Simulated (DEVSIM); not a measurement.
System: abrupt Ge n-p junction, at 300 K.

Layer 1 from the left is Ge, thickness (μm) 3.30, Nd (cm⁻³) 7e16, τn (s) 1.4e-6, τp (s) 1.4e-6. Layer 2 from the left is Ge, thickness (μm) 2.40, Na (cm⁻³) 3e15, τn (s) 1.4e-6, τp (s) 1.4e-6.

Left contact: ohmic. Right contact: ohmic. Voltage is applied to the left contact. Recombination: SRH at mid-gap, Auger. Mobility is constant in doping.

Constants are typed, rounded textbook-type inputs, not results; the design itself was drawn at random and stands for no fabricated device. Values at 300 K.

Ge: gap (eV) 0.664, affinity (eV) 4, permittivity 16, Nc (cm⁻³) 1.04e19, Nv (cm⁻³) 6e18, μn (cm²/Vs) 3900, μp (cm²/Vs) 1900, Cn (cm⁶/s) 1e-31, Cp (cm⁶/s) 1e-31.

**Question.** Estimate by hand the built-in potential, the peak field at zero bias, the capacitance at 4 V, and compare with a numerical solution.

**Answer.** 
- Built-in potential: ni = √(Nc Nv) exp(−Eg/2kT) = 2.09e13 cm⁻³ with Eg = 0.664 eV; Vbi = kT/q ln(Na Nd/ni²) = 0.338 V; numerical 0.338 V.
- Peak field at zero bias: depletion approximation: W = √(2εVbi/(qN)) = 0.456 μm with N = 2.88e15 cm⁻³; field = 2Vbi/W = 14800 V/cm; numerical 16800 V/cm (estimate below by 12 %).
- Capacitance at 4 V: C = √(qεN / 2(Vbi + |V|)) = 8.67 nF/cm²; numerical 8.73 nF/cm² (estimate below by 0.60 %).

Model (solved in DEVSIM): 1D drift-diffusion, Boltzmann statistics, complete ionisation; no tunnelling, impact ionisation, image-force lowering or self-heating.
